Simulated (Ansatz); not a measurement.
Base system: Al in the fcc (Cu type) structure (space group Fm-3m, No. 225; a = 3.994 Å; relaxed with 0.1 eV smearing). Axes: x, y, z lie along the cube axes.

Method: r2SCAN in Ansatz (plane waves to 500 eV, PAW, without spin-orbit coupling).

Perturbation: uniaxial strain ε_zz = +3.00 %, all other strain components held at zero; the atoms relax in the strained cell.

Q: Predict the stress tensor and what it implies for the stiffness.

A: Stress of the strained cell less that of the base (GPa, compression positive):
```
   -1.9     0.0     0.0
    0.0    -1.9     0.0
    0.0     0.0    -3.6
```

Then −Δσ_ii/ε with ε = 0.0300 gives secant stiffness values (nonlinear terms included at this strain): C33 ≈ 121 GPa, C13 ≈ 64 GPa and C23 ≈ 64 GPa.

As a check, the harmonic strain energy −½ V₀ Δσ:ε is 5.4 meV/atom; the computed energy rise is 5.6 meV/atom.

Stability against distortions was not tested.

Ansatz is an electronic-structure program.
